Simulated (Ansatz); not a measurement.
Ansatz (a quantum-chemistry and plane-wave program) run on MnS (I4_1md, 4 atoms in the cell): self-consistent single point.

Method of the run: LDA (PW92), default PAW files made with PBE (plane waves; Ansatz).

```
CELL_PARAMETERS angstrom
     -1.69715     1.69715     5.74572
      1.69715    -1.69715     5.74572
      1.69715     1.69715    -5.74572
ATOMIC_POSITIONS crystal
  Mn 0.75000 0.75000 0.00000
  Mn 0.50000 0.00000 0.50000
  S  0.16600 0.16600 0.00000
  S  0.91600 0.41600 0.50000
```
Moments meant for the start (each program seeds them in its own way; μB, in the order of the atoms Mn Mn S S): 4.0 4.0 0.0 0.0.

Reference input (self-consistent single point, DFT, LDA (PW92), plane waves, default PAW files made with PBE): kpoints.mp_grid.grid = 11 11 11; hamiltonian.xc = lda; hamiltonian.pseudopotentials = {kind: paw} (the program's default PAW files); magnetization.spin_polarized = true; scf.occupations.method = cold; scf.occupations.width = 0.01 Ry. This run's input differs from it in these lines:

Ansatz 0.2 input:
```diff
@@ -18,3 +18,3 @@
 scf:
-  occupations: { method: cold, width: 0.01 Ry }
+  occupations: { method: fermi_dirac, width: 0.0073 Ry }
 output:
```

Log, with long lists cut:

```
SCF iter   1: F=—  HF=-9420.899935 eV  |F-HF|=—  |Δ(HF+E_count)|=         —  Δρ=5.61e-2 (↑5.61e-2 ↓3.52e-2)  dr2=5.84e0  dr2_m=9.31e-2  M=7.573 μB ∫|m|=7.698 μB  β_m=0.30  ethr=3.10e-3  ⟨swp⟩=4.4  Hψ=27357  notcnv=0
Mixer restart at iter 1: flushing history
all-band conjugate gradients solve this SCF's bands
preconditioner: auto → Kerker (q_TF=auto, 2.529 Å⁻¹)
spin=Collinear: Kerker preconditioning applied to the charge; magnetization (m = ρ↑ − ρ↓) channel mixes plain (no charge-response kernel on spin).
   [... lines left out ...]
SCF iter  10: F=—  HF=-9421.946274 eV  |F-HF|=—  |Δ(HF+E_count)|=   1.08e-8  Δρ=2.48e-6 (↑2.48e-6 ↓2.04e-6)  dr2=4.24e-9  dr2_m=2.41e-9  M=7.599 μB ∫|m|=7.632 μB  β_m=0.99  ethr=6.00e-10  ⟨swp⟩=2.2  Hψ=10475  notcnv=0  defer=39
SCF iter  11: F=-9421.946274 eV  HF=-9421.946274 eV  |F-HF|=7.28e-11  |Δ(HF+E_count)|=   1.42e-9  Δρ=2.82e-7 (↑2.59e-7 ↓2.82e-7)  dr2=2.20e-10  dr2_m=6.97e-12  M=7.599 μB ∫|m|=7.632 μB  ethr=1.01e-11  ⟨swp⟩=2.7  Hψ=22337  notcnv=0
SCF 1 converged in 11 iterations: F = -9421.946274 eV  dr2 = 2.20e-10
WARN: an SCF from antiferromagnetic starting moments (-4.00, 4.00, 0.00, 0.00 Bohr magnetons, atom by atom) was not made, by what the run has read of turns of …
Magnetization: 7.5993 μB (24.7997 up, 17.2003 down)
   [... lines left out ...]
Absolute magnetization: 7.6325 μB (∫|ρ↑−ρ↓|, with the PAW one-centre terms)
Free energy (F): -9421.946274 eV
Fermi energy:    10.595739 eV
   [... lines left out ...]
  atom   4  S      0.00000000    -0.00000000    -0.15858411
--- Stress (GPa, compression-positive) ---
      -16.736100       0.000000       0.000000
        0.000000     -16.736100       0.000000
        0.000000      -0.000000     -11.359442
  P = ⅓ Tr σ = -14.9439 GPa (-149.439 kbar)
  The stress holds the Pulay correction. Without it, at fixed plane waves, as pw.x and ABINIT print it: P = -14.9724 GPa
```

The run converged in 11 iterations. Against the reference run the free energy drops by 17.6 meV/atom, the pressure goes from -15.13 to -14.94 GPa, the largest force goes from 0.188 to 0.159 eV/Å and the size of the net moment stays at 1.90 μB/atom.

The starting cell was generated: these elements placed on a structure prototype, without a prior relaxation; it need not be a known phase or ordering of this composition. Its lattice was rescaled by a random factor within 2.5 % of one. The magnetic order is the one reached from the typed start; others were not searched systematically. The program warned that, by what it read of turns of the moments, another magnetic order lies lower. With a pressure of about -15 GPa the cell is away from its equilibrium volume at this level. Ansatz's pressure includes its estimate of the finite-basis (Pulay) stress.

Cost on one core of a shared machine: roughly 50 s.
